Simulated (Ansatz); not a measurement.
The starting structures come from a database of crystals and need not be the phases stable at ambient conditions.

 Where the default PAW files enter, the runs use the earlier of Ansatz's two default sets.

By PBEsol, the system below comes out a metal.

A figure of merit of an interconnect metal is its ballistic conductance per area.

Input:

```xyz
9
Lattice="6.5840 0.0000 0.0000 0.0000 8.2692 0.0000 0.0000 4.1346 2.3871" Properties=species:S:1:pos:R:3 pbc="T T T"
V      0.0000     6.2019     1.1936
V      4.3893     8.2692     2.3871
V      2.1947     2.0673     1.1936
Ge     0.0000     3.4480     1.1979
Ge     4.3893     6.8960     0.0000
Ge     2.1947     7.5826     1.1892
Ge     0.0000     8.9558     1.1892
Ge     4.3893     1.3732     0.0000
Ge     2.1947     4.8212     1.1979
```

Space group of this cell: P6_222. The cell is taken as given; by PBEsol its mean pressure is -2.3 GPa.

The current flows along the normal of the first two printed cell vectors, the (110) plane of the conventional cell. No spin-orbit coupling; the value is a mean over 0.1 eV about the Fermi level.

Q: Predict the ballistic conductance per area from PBEsol run with Ansatz (an electronic-structure program).

A: 0.43 × 10¹⁵ S/m² for both spins.
